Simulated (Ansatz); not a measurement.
The reference is KBr in the rock salt structure (space group Fm-3m, No. 225; a = 6.549 Å). Axes: x, y, z lie along the cube axes.

Method: DFT with PBEsol, PAW potentials and a 420 eV plane-wave cutoff in Ansatz (a program for electronic structure), no spin-orbit coupling.

Strains are applied to the cell and any free atomic positions relax; under biaxial strain the out-of-plane vector relaxes too.

One change was made to it. Results:

The shortest interatomic distance drops by 0.047 bohr, from 6.188 bohr to 6.141 bohr; the energy grows by 6.8 meV/atom; the band gap shrinks by 0.14 eV, from 4.34 eV to 4.20 eV; the pressure (mean of the normal stresses, compression positive) drops by 0.64 GPa, from 0.01 GPa to -0.63 GPa.

Question: Name the change that was made.
A) biaxial strain +0.50 %, plane normal [001], relaxed out of plane
B) biaxial strain +2.50 %, plane normal [001], relaxed out of plane
C) biaxial strain −1.00 %, plane normal [001], relaxed out of plane
D) biaxial strain +3.00 %, plane normal [001], relaxed out of plane

Answer: D, biaxial strain +3.00 %, plane normal [001], relaxed out of plane. For comparison, the energy relative to the base in the other runs: biaxial strain −1.00 %, plane normal [001], relaxed out of plane gives +1.0 meV/atom; biaxial strain +2.50 %, plane normal [001], relaxed out of plane gives +4.8 meV/atom; biaxial strain +0.50 %, plane normal [001], relaxed out of plane gives +0.2 meV/atom.

Whether these cells are dynamically stable was not tested.
